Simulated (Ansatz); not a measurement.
Worked calculations on one periodic cell of amorphous Ge₄₈N₆₄: Ge48N64, 112 atoms, volume 1489.5 Å³, made by a melt-quench on the CHGNet potential and relaxed with DFT. N atoms were pushed apart under 1.9 Å during the dynamics, to hinder bonds among them. It is a model cell: composition and starting density were chosen by hand, and all elements were melted together. Method: PBE, scalar-relativistic without spin-orbit coupling (plane waves to 420 eV, PAW; Ansatz, a first-principles code). Sampling: a 2×2×2 Γ-centred mesh; Fermi-Dirac width 0.02 eV; no spin polarisation. Its volume was relaxed, its shape was free, and it stands at a mean pressure of 0.0 GPa with stress components up to 0.0 GPa; the relaxation ran on the zone centre alone. Its density went from a set 4.88 to 4.89 g/cm³. The cell is small and was quenched far faster than a real film, so it is one sample of the glass.

Total energies at the same level (extrapolated to zero smearing): the glass cell -230697.469 eV at 0.0 GPa; beta Ge3N4, relaxed, -28842.0054 eV for 14 atoms.

How much energy would crystallisation to that phase release at 0 K?

Per atom: -230697.469/112 − (-28842.0054/14) = -2059.7988 − (-2060.1432) = +0.3444 eV. A formula unit has 7 atoms, so this is 7 × 0.3444 = 2.411 eV, or 233 kJ/mol (1 eV = 96.485 kJ/mol). Read it as an upper bound for a slowly cooled glass; no measured value is set beside it.

Count formal charges (Ge +4, N -3). What does the count lead one to expect at the Fermi level, and what does the calculation give?

48 × (+4) + 64 × (-3) = 0. The charges balance, so the anion-derived valence states can be full and a gap can open. On this mesh the highest filled and lowest empty level lie 0.48 eV apart, the PBE gap of this cell.

The cell was scaled and its atoms relaxed again at each volume (the zone centre alone): 1355.4 Å³, 8.70 GPa; 1444.8 Å³, 2.33 GPa; 1489.5 Å³, -0.01 GPa.

Estimate the bulk modulus over this range from B = −dP/d ln V.

Between the ends: −(-0.01 − 8.70) / ln(1489.5/1355.4) = 92 GPa, a mean over the range at 0 K with the atoms relaxed.
